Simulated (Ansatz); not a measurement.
The reference is ZnSe in the zinc blende structure (space group F-43m, No. 216).

```
CELL_PARAMETERS angstrom
      0.00000     2.78375     2.78375
      2.78375     0.00000     2.78375
      2.78375     2.78375     0.00000
ATOMIC_POSITIONS crystal
  Zn 0.00000 0.00000 0.00000
  Se 0.25000 0.25000 0.25000
```

Cartesian axes are those of the cell as printed.

Calculations: LDA (Ansatz, a first-principles code, PAW, scalar-relativistic without spin-orbit coupling).

Base values:

The valley order is Γ 1.25 eV; L along ⟨111⟩ 2.45 eV; X along ⟨100⟩ 2.69 eV. The valence-band top at Γ comes out as 0.00, 0.00, 0.00 eV.

Now apply this change: uniaxial strain ε_zz = −1.00 %, all other strain components held at zero; the atoms relax in the strained cell.

### Question
How does this affect the stress?

### Answer
The stress (xx, yy, zz, yz, xz, xy; compression positive) is (0.61, 0.61, 0.98, 0.00, 0.00, 0.00) GPa.

### Question
Estimate the effect on the valley order.

### Answer
The valley order (the lowest conduction-band minima on the path, energy above the VBM, named in the base's zone) changes from Γ 1.25 eV; L along ⟨111⟩ 2.45 eV; X along ⟨100⟩ 2.69 eV to Γ 1.27 eV; L along [1-11] 2.44 eV; X along [001] 2.61 eV; X along [100] 2.66 eV.

### Question
What happens to the valence-band top at Γ?

### Answer
The valence-band top at Γ (three highest levels, from the VBM) becomes 0.00, -0.04, -0.04 eV (base: 0.00, 0.00, 0.00 eV).

The levels and masses belong to the bands next to the band gap. Whether these cells are dynamically stable was not tested.
